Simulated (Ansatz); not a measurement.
## BeTe, pressure series

Consider BeTe in the zinc blende structure (space group F-43m, No. 216; a = 5.554 Å).

Cell and atoms are relaxed at each pressure.

The values are results of LDA/PAW in Ansatz (a first-principles code), scalar-relativistic without spin-orbit coupling, not measurements.

Notes on the quantities. enthalpy: H = E + PV relative to the base's energy.

| variant | electron mass | smallest direct gap | enthalpy | band gap |
|---|---|---|---|---|
| base | 1.3 mₑ along k, 0.24 mₑ across (at X) | 3.59 eV | – | 1.79 eV |
| pressure −2 GPa | 1.4 mₑ along k, 0.25 mₑ across (at X) | 3.61 eV | -0.27 eV/atom | 1.87 eV |
| pressure −1 GPa | 1.4 mₑ along k, 0.25 mₑ across (at X) | 3.60 eV | -0.13 eV/atom | 1.83 eV |
| pressure 0.9 GPa | 1.3 mₑ along k, 0.24 mₑ across (at X) | ? | +0.12 eV/atom | ? |
| pressure 2.1 GPa | 1.3 mₑ along k, 0.24 mₑ across (at X) | 3.56 eV | +0.28 eV/atom | 1.71 eV |
| pressure 4.5 GPa | 1.2 mₑ along k, 0.24 mₑ across (at X) | 3.53 eV | +0.58 eV/atom | 1.63 eV |
| pressure 9 GPa | 1.2 mₑ along k, 0.23 mₑ across (at X) | 3.47 eV | +1.13 eV/atom | 1.49 eV |
| pressure 15 GPa | 1.0 mₑ along k, 0.22 mₑ across (at X) | 3.40 eV | +1.83 eV/atom | 1.33 eV |
| pressure 22.5 GPa | 1.0 mₑ along k, 0.21 mₑ across (at X) | 3.31 eV | +2.65 eV/atom | 1.14 eV |
| pressure 30 GPa | 1.0 mₑ along k, 0.21 mₑ across (at X) | 3.23 eV | +3.43 eV/atom | 0.98 eV |

**Question.** Complete the table.

**Answer.** 
- pressure 0.9 GPa, smallest direct gap: 3.57 eV
- pressure 0.9 GPa, band gap: 1.76 eV

With Te present, leaving out spin-orbit coupling can change the band edges. Load acts through the strain it causes; cell and atoms are relaxed under it. Masses are band curvatures over ±0.01 Å⁻¹ around the edge. Along k means along the line from Γ to the band edge. Stability against distortions was not tested. Competing high-pressure phases were not computed.
